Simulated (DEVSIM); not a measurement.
System: abrupt GaP n-p junction, at 300 K.

```csv
layer (left to right),material,thickness (μm),Nd (cm⁻³),Na (cm⁻³),τn (s),τp (s)
1,GaP,2.40,1.5e18,-,2e-6,2e-6
2,GaP,48.0,-,6.8e16,2e-6,2e-6
```

Left contact: ohmic. Right contact: ohmic. Voltage is applied to the left contact. Recombination: SRH at mid-gap. Mobility is constant in doping.

Constants are typed, rounded textbook-type inputs, not results; the design itself was drawn at random and stands for no fabricated device. Values at 300 K.

| parameter | GaP |
|---|---|
| gap (eV) | 2.26 |
| affinity (eV) | 3.8 |
| permittivity | 11.1 |
| Nc (cm⁻³) | 1.8e19 |
| Nv (cm⁻³) | 1.9e19 |
| μn (cm²/Vs) | 250 |
| μp (cm²/Vs) | 150 |

DEVSIM, 1D drift-diffusion, Boltzmann statistics, complete ionisation; no tunnelling, impact ionisation, image-force lowering or self-heating.

Tabulate band edges, carrier densities and field at -2.05 V on the left contact.

Energies count from the Fermi level of the right contact; mesh points crowd at the junctions.

| x (μm) | Ec (eV) | Ev (eV) | n (cm⁻³) | p (cm⁻³) | field (V/cm) |
|---|---|---|---|---|---|
| 0.000 | 2.114 | -0.146 | 1.5e18 | < 1e2 | ≈ 0 |
| 0.03698 | 2.114 | -0.146 | 1.5e18 | 1.3e14 | ≈ 0 |
| 0.1360 | 2.114 | -0.146 | 1.5e18 | 4.6e14 | ≈ 0 |
| 0.3782 | 2.114 | -0.146 | 1.5e18 | 1.3e15 | ≈ 0 |
| 1.338 | 2.114 | -0.146 | 1.5e18 | 4.5e15 | ≈ 0 |
| 1.992 | 2.114 | -0.146 | 1.5e18 | 6.7e15 | ≈ 0 |
| 2.259 | 2.114 | -0.146 | 1.5e18 | 7.7e15 | ≈ 0 |
| 2.377 | 2.114 | -0.146 | 1.5e18 | 8.1e15 | 74 |
| 2.407 | 2.168 | -0.092 | 1.9e17 | 6.5e16 | 26000 |
| 2.454 | 2.189 | -0.071 | 8.2e16 | 1.5e17 | 77 |
| 2.585 | 2.189 | -0.071 | 8.1e16 | 1.5e17 | ≈ 0 |
| 3.115 | 2.189 | -0.071 | 8.1e16 | 1.5e17 | ≈ 0 |
| 4.263 | 2.188 | -0.072 | 7.9e16 | 1.5e17 | ≈ 0 |
| 7.196 | 2.185 | -0.075 | 7.4e16 | 1.4e17 | ≈ 0 |
| 19.44 | 2.171 | -0.089 | 5.5e16 | 1.2e17 | -12 |
| 37.39 | 2.145 | -0.115 | 2.9e16 | 9.7e16 | -18 |
| 45.32 | 2.128 | -0.132 | 1.4e16 | 8.2e16 | -24 |
| 48.43 | 2.120 | -0.140 | 6.2e15 | 7.4e16 | -28 |
| 49.86 | 2.116 | -0.144 | 1.8e15 | 7.0e16 | -32 |
| 50.21 | 2.115 | -0.145 | 6.5e14 | 6.9e16 | -33 |
| 50.34 | 2.115 | -0.145 | 2.0e14 | 6.8e16 | -33 |
| 50.40 | 2.114 | -0.146 | < 1e2 | 6.8e16 | -33 |
